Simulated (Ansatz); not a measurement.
Input and output of a zone-centre phonon calculation for MgCu4Sn (F-43m, 6 atoms in the cell) (Ansatz, an electronic-structure program).

Computed with LDA (PW92), PAW files made with PBE (plane waves; Ansatz).

```
MgCu4Sn
1.0
    0.00000     3.45038     3.45038
    3.45038     0.00000     3.45038
    3.45038     3.45038     0.00000
Mg Cu Sn
1 4 1
Direct
  0.75000   0.75000   0.75000
  0.87350   0.37550   0.37550
  0.37550   0.37550   0.87350
  0.37550   0.87350   0.37550
  0.37550   0.37550   0.37550
  0.00000   0.00000   0.00000
```

Reference input (self-consistent single point, DFT, PBEsol, plane waves, PAW files made with PBE): kpoints.mp_grid.grid = 9 9 9; hamiltonian.xc = pbesol; hamiltonian.pseudopotentials = {kind: paw} (the program's default PAW files); scf.occupations.method = fermi_dirac; scf.occupations.width = 0.1 eV. This run's input differs from it in these lines:

Ansatz 0.2 input:
```diff
@@ -17,3 +17,3 @@
 hamiltonian:
-  xc: pbesol
+  xc: lda
   pseudopotentials:
@@ -25,6 +25,4 @@
     width: 0.1 eV
-output:
-  forces: true
-  eigenvalues: true
-  stress: true
+phonons:
+  method: dfpt
```

Output (repeated stretches shortened):

```
SCF iter   1: F=—  HF=-34011.437829 eV  |F-HF|=—  |Δ(HF+E_count)|=         —  Δρ=2.90e-1  dr2=4.42e1  ethr=3.10e-3  ⟨swp⟩=6.2  Hψ=44608  notcnv=0  defer=5
all-band conjugate gradients solve this SCF's bands
preconditioner: auto → Kerker (q_TF=auto, 2.819 Å⁻¹)
SCF iter   2: F=—  HF=-34006.139330 eV  |F-HF|=—  |Δ(HF+E_count)|=    5.30e0  Δρ=8.62e-2  dr2=4.98e0  ethr=3.10e-3  ⟨swp⟩=2.0  Hψ=25962  notcnv=0  defer=378
   [... lines left out ...]
SCF iter  12: F=—  HF=-34004.968585 eV  |F-HF|=—  |Δ(HF+E_count)|=  9.90e-10  Δρ=1.13e-6  dr2=6.46e-10  ethr=2.76e-12  ⟨swp⟩=2.0  Hψ=21279  notcnv=0  defer=518
SCF iter  13: F=—  HF=-34004.968585 eV  |F-HF|=—  |Δ(HF+E_count)|=  1.89e-10  Δρ=3.32e-7  dr2=6.26e-11  ethr=1.00e-12  ⟨swp⟩=2.0  Hψ=16536  notcnv=0  defer=518
SCF iter  14: F=-34004.968585 eV  HF=-34004.968585 eV  |F-HF|=2.91e-11  |Δ(HF+E_count)|=  1.46e-11  Δρ=7.64e-8  dr2=4.80e-12  ethr=1.00e-12  ⟨swp⟩=11.7  Hψ=64044  notcnv=0
SCF 1 converged in 14 iterations: F = -34004.968585 eV  dr2 = 4.80e-12
DFPT response loops at Γ: preconditioner auto → Kerker (q_TF=auto, 2.819 Å⁻¹) (partly filled bands, converged f_vac=0.000) …
Free energy (F): -34004.968585 eV
Internal energy: -34004.930865 eV  (E = F + TS)
E sigma→0 (E₀):  -34004.949725 eV
Entropy (-TS):   -0.037720 eV (-6.287 meV/atom)
Fermi energy:    14.752524 eV
--- Phonons (Γ-DFPT): 3 representative perturbations + reference, on 205 of 729 k-points (Σ response iterations 12) ---
  k mesh reduced under 2 symmetry operations, with k and −k counted as one. Each operation leaves every solved perturbation unchanged …
  ASR residual: 1.507e-4 → 0.000e0 eV/Å²; symmetrization residual: 4.997e-6 eV/Å²
  ASR residual per site (eV/Å²): 3.05e-5 1.51e-4 1.51e-4 1.51e-4 1.51e-4 3.54e-5
  Γ frequencies (cm⁻¹): 0.00 0.00 0.00 72.81 72.81 72.81 122.82 122.82 122.82 169.18 169.18 214.46 214.46 214.46 233.93 233.93 233.93 322.31
  non-analytic LO–TO correction: not included (Born effective charges unavailable; polar crystals: no LO–TO splitting at Γ)
```

The run converged in 14 iterations. 

Summary of the result:
```
Property                                                                                                                           Result
--------------------------------------------------------  -------------------------------------------------------------------------------
Free energy E − TS (on the zero of these files)                                                                            -34004.9686 eV
Fermi level (on the code's own zero)                                                                                             14.75 eV
Zone-centre frequencies (cm⁻¹; negative means imaginary)  0, 0, 0, 73, 73, 73, 123, 123, 123, 169, 169, 214, 214, 214, 234, 234, 234, 322
```

The starting cell comes from a database of computed structures (which also holds hypothetical and non-ambient phases and stackings), without a prior relaxation at this level. Its lattice was rescaled by a random factor within 2.5 % of one. Spin polarisation is off.

Cost on one core of a shared machine: roughly 4 min.
